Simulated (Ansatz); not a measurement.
Base system: Ca in the fcc (Cu type) structure (space group Fm-3m, No. 225).

```xyz
1
Lattice="0.0000 2.7843 2.7843 2.7843 0.0000 2.7843 2.7843 2.7843 0.0000" Properties=species:S:1:pos:R:3 pbc="T T T"
Ca     0.0000     0.0000     0.0000
```

All numbers come from Ansatz (a program for electronic structure) r2SCAN, no spin-orbit coupling, earlier PAW set.

One change was made to it. Results:

| quantity | base | after |
|---|---|---|
| density | 1.54 g/cm³ | 3.39 g/cm³ |
| band gap | zero | zero |

Q: Which change produced these results?
A. Ca → Ba
B. Ca → Sc
C. Ca → K
D. Ca → Mg

A: A, Ca → Ba. For comparison, the density in the other runs: Ca → K gives 0.85 g/cm³; Ca → Sc gives 2.97 g/cm³; Ca → Mg gives 1.77 g/cm³.

Stability against distortions was not tested. For Ba, K and Mg in this form, whether it has been made was not checked. The final runs are not spin-polarised. This is not the structure that Ba has at room temperature and ambient pressure. This is not the structure that K has at room temperature and ambient pressure. This is not the structure that Sc has at room temperature and ambient pressure. This is not the structure that Mg has at room temperature and ambient pressure.
